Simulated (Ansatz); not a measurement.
Start from AlRu in the CsCl type structure (space group Pm-3m, No. 221; a = 2.9770 Å; relaxed with 0.1 eV smearing). Axes: x, y, z lie along the cube axes.

The values are results of plane-wave PAW DFT at the PBEsol level (Ansatz, a program for electronic structure, 420 eV), spin-orbit coupling left out, not measurements.

The change: every lattice vector is stretched by 1.00 %, atoms relaxed at fixed cell.

**Question.** Predict the stress tensor and what it implies for the stiffness.

**Answer.** Stress of the strained cell less that of the base (GPa, compression positive):
```
   -6.1     0.0     0.0
    0.0    -6.1     0.0
    0.0     0.0    -6.1
```

Then B = −ΔP/(ΔV/V₀) with ΔV/V₀ = 0.0303 gives secant stiffness values (nonlinear terms included at this strain): B ≈ 202 GPa.

As a check, the harmonic strain energy −½ V₀ Δσ:ε is 7.5 meV/atom; the computed energy rise is 7.8 meV/atom.

No phonon test of stability was made. All final runs are without spin polarisation.
